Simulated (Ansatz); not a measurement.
Start from Be in the hcp (Mg type) structure (space group P6_3/mmc, No. 194; a = 2.263 Å, c = 3.566 Å; relaxed with 0.1 eV smearing). Axes: x lies along a and z along c of the hexagonal cell.

The values are results of PBE (Ansatz, a program for electronic structure; PAW; 420 eV plane waves; spin-orbit coupling left out), not measurements.

Before the change:

Pressure: 0.0 GPa

Modification: the cell is compressed by 2.50 % along z with no lateral relaxation; the atoms relax in the strained cell.

**Question.** What does the calculation give for the energy relative to the base and pressure after the change?

**Answer.** The energy increases by 6.1 meV/atom; the pressure (mean of the normal stresses, compression positive) goes from zero to 3.6 GPa.

Whether these cells are dynamically stable was not tested.
